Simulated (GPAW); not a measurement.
A self-consistent single point of TiPt3 (Pm-3m, 4 atoms in the cell) with GPAW.

Level of theory: PBE, GPAW PAW datasets PBE (gpaw-data 1.0.1) (plane waves; GPAW 25.7.0).

The change in words: lattice scaled by 0.98. Reference geometry:
```
CELL_PARAMETERS angstrom
      3.92453     0.00000     0.00000
      0.00000     3.92453     0.00000
      0.00000     0.00000     3.92453
ATOMIC_POSITIONS crystal
  Ti 0.00000 0.00000 0.00000
  Pt 0.50000 0.50000 0.00000
  Pt 0.00000 0.50000 0.50000
  Pt 0.50000 0.00000 0.50000
```

Reference input (self-consistent single point, DFT PBE, plane waves, GPAW PAW datasets PBE (gpaw-data 1.0.1)): mode = pw; ecut = 800 eV; xc = PBE; kpts = 6 6 6; mesh shift (steps) = 0 0 0; occupations.name = methfessel-paxton; occupations.width = 0.1 eV; occupations.order = 0; nbands = -8; symmetry.symmorphic = false; symmetry.tolerance = 0.0005; maxiter = 100. This run's input differs from it in these lines:

```diff
@@ -5,5 +5,5 @@
 atoms = Atoms(['Ti', 'Pt', 'Pt', 'Pt'],
-              cell=[[3.924530, 0.000000, 0.000000],
-                    [0.000000, 3.924530, 0.000000],
-                    [0.000000, 0.000000, 3.924530]],
+              cell=[[3.846039, 0.000000, 0.000000],
+                    [0.000000, 3.846039, 0.000000],
+                    [0.000000, 0.000000, 3.846039]],
               scaled_positions=[[0.000000, 0.000000, 0.000000],
```

Output, abridged:

```
     iter     time        total  log10-change:
                         energy   eigst   dens
iter:   1 --:--:--   -32.054068
iter:   2 --:--:--   -30.880977   -1.20  -1.29
iter:   3 --:--:--   -30.373296   -2.21  -1.41
iter:   4 --:--:--   -29.350726   -1.11  -1.46
iter:   5 --:--:--   -29.105224   -2.13  -1.93
iter:   6 --:--:--   -29.114414   -3.87  -2.19
iter:   7 --:--:--   -29.119024c  -2.51  -2.15
iter:   8 --:--:--   -29.083760   -2.75  -2.26
iter:   9 --:--:--   -29.083240   -4.07  -2.78
iter:  10 --:--:--   -29.083943c  -3.63  -2.84
iter:  11 --:--:--   -29.082933c  -3.26  -2.67
iter:  12 --:--:--   -29.082593c  -3.95  -3.02
iter:  13 --:--:--   -29.082458c  -5.52  -3.53
iter:  14 --:--:--   -29.082419c  -5.77  -3.80
iter:  15 --:--:--   -29.082404c  -6.50  -3.93
iter:  16 --:--:--   -29.082405c  -6.37  -4.08c
iter:  17 --:--:--   -29.082399c  -7.04  -4.54c
iter:  18 --:--:--   -29.082390c  -7.56c -4.80c
Converged after 18 iterations.

Dipole moment: (-0.000000, -0.000000, -0.000000) |e|*Ang

Energy contributions relative to reference atoms: (reference = -1524350.102584)

Kinetic:        +15.198059
Potential:      -19.061774
External:        +0.000000
XC:             -23.750251
Entropy (-ST):   -0.008776
Local:           -1.464036
SIC:             +0.000000
--------------------------
Free energy:    -29.086778
Extrapolated:   -29.082390

Showing only first 2 kpts
 Kpt  Band  Eigenvalues  Occupancy
  0    28     13.39819    0.95196
  0    29     14.81348    0.00000
  0    30     14.81348    0.00000
  0    31     14.97311    0.00000

  1    28     13.29625    1.83286
  1    29     13.39923    0.94026
  1    30     14.42727    0.00000
  1    31     14.42727    0.00000

Fermi level: 13.39393

No gap
No difference between direct/indirect transitions
Energy (eV): -29.08239

Forces in eV/Ang:
  0 Ti    0.00000    0.00000    0.00000
  1 Pt    0.00000    0.00000    0.00000
  2 Pt    0.00000    0.00000    0.00000
  3 Pt    0.00000    0.00000    0.00000

Stress tensor:
    -0.139202     0.000000     0.000000
     0.000000    -0.139202     0.000000
     0.000000     0.000000    -0.139202
Stress (GPa, Voigt): [-22.3027 -22.3027 -22.3027   0.       0.       0.    ]
```

The run converged in 18 iterations. GPAW prints stress with tension positive. Against the reference run the free energy rises by 71.8 meV/atom and the pressure goes from 4.36 to 22.30 GPa.

The starting cell comes from a database of computed structures (which also holds hypothetical and non-ambient phases and stackings), without a prior relaxation at this level. For this run, on top of that: lattice scaled by 0.98. Spin polarisation is off. With a pressure of about 22 GPa the cell is away from its equilibrium volume at this level.

Cost on one core of a shared machine: roughly 40 s.
